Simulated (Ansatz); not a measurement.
Phonon-limited transport in MoP under load (space group P-6m2)

Given:

```yaml
crystal:
  lattice:
    - [3.18022, 0.00000, 0.00000]
    - [-1.59011, 2.75415, 0.00000]
    - [0.00000, 0.00000, 3.16024]
  atoms:
    - { symbol: Mo, position: [0.00000, 0.00000, 0.00000] }
    - { symbol: P, position: [0.33333, 0.66667, 0.50000] }
```

The numbers are results of PBEsol, DFPT electron-phonon coupling, linearised Boltzmann equation (plane waves, PAW, scalar-relativistic; Ansatz, a program for electronic structure), not measurements. Condition of this run: hydrostatic pressure 5 GPa (the target of the relaxation). How the cell was made: relaxed with this functional, without spin-orbit coupling, then loaded as said.

```json
{
  "resistivity at 300 K": "10.6 (x), 10.6 (y), 7.8 (z) μΩ·cm",
  "resistivity at 77 K": "0.64 (x), 0.64 (y), 0.46 (z) μΩ·cm",
  "electron mean free path at 300 K (weighted by the current that each state carries)": "12.0 nm",
  "electron-phonon coupling λ": "0.26",
  "transport coupling λ_tr": "0.30 (x), 0.30 (y), 0.32 (z)",
  "logarithmic_mean_phonon_energy": "29 meV",
  "density of states at the Fermi level": "0.36 states/(eV·spin·cell)",
  "drude_plasma_energy": "5.4 (x), 5.4 (y), 6.2 (z) eV",
  "Tc for μ* = 0.10 (anisotropic Eliashberg)": "below 1 K",
  "Tc for μ* = 0.13 (anisotropic Eliashberg)": "below 1 K"
}
```

A metal at this level (no band gap). Only scattering by harmonic phonons is included (no impurities, grain boundaries, electron-electron scattering or thermal expansion). Spin-orbit coupling is left out. Halving the electron mesh (32x32x28) moves the resistivity by up to 3 % at 300 K, the mean free path by up to 4 %, the coupling by up to 2 %. Smearing 0.20 eV; phonons on a 5x5x4 q mesh, which this run doesn't test and which matters most at low temperature. Tc comes from the anisotropic Migdal-Eliashberg equations with μ*, a chosen number, referred to 35 meV.

Formula and space group known from diffraction (Crystallography Open Database), not checked to be the room-temperature form: MoP under load (space group P-6m2).
